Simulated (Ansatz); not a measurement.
Base system: Y in the hcp (Mg type) structure (space group P6_3/mmc, No. 194).

```xyz
2
Lattice="3.6826 0.0000 0.0000 -1.8413 3.1892 0.0000 0.0000 0.0000 5.6985" Properties=species:S:1:pos:R:3 pbc="T T T"
Y      0.0000     2.1261     4.2739
Y      1.8413     1.0631     1.4246
```

Calculations: Kohn–Sham DFT with the r2SCAN functional, run in Ansatz (an electronic-structure program) with PAW and 500 eV plane waves, spin-orbit coupling left out.

Base values:

| Item | Result |
|---|---|
| Largest site moment | 0.00 μB |
| Shortest interatomic distance | 355.5 pm |
| Magnetic state | not spin-polarised |
| c/a ratio | 1.547 |

The change: every Y is replaced by Gd, then cell and atoms are relaxed.

Tabulated Pauling electronegativity and covalent radius: Y 1.22, 1.90 Å; Gd 1.20, 1.96 Å.

Problem. How does this affect the largest site moment?

Solution. The largest site moment goes from zero to 7.59 μB.

Problem. What does the calculation give for the shortest interatomic distance after the change?

Solution. The shortest interatomic distance grows by 7.0 pm (355.5 pm → 362.5 pm).

Problem. Estimate the effect on the magnetic state.

Solution. The magnetic state becomes ferromagnetic (base: not spin-polarised).

Problem. What does the calculation give for the c/a ratio after the change?

Solution. The c/a ratio rises by 0.0763 to 1.624.

Other magnetic orders, which the real material may have, were not ruled out. The state of the 4f shell was not checked for lower solutions. No phonon test of stability was made. Spin-polarised in the final run: Gd; the other runs are not.
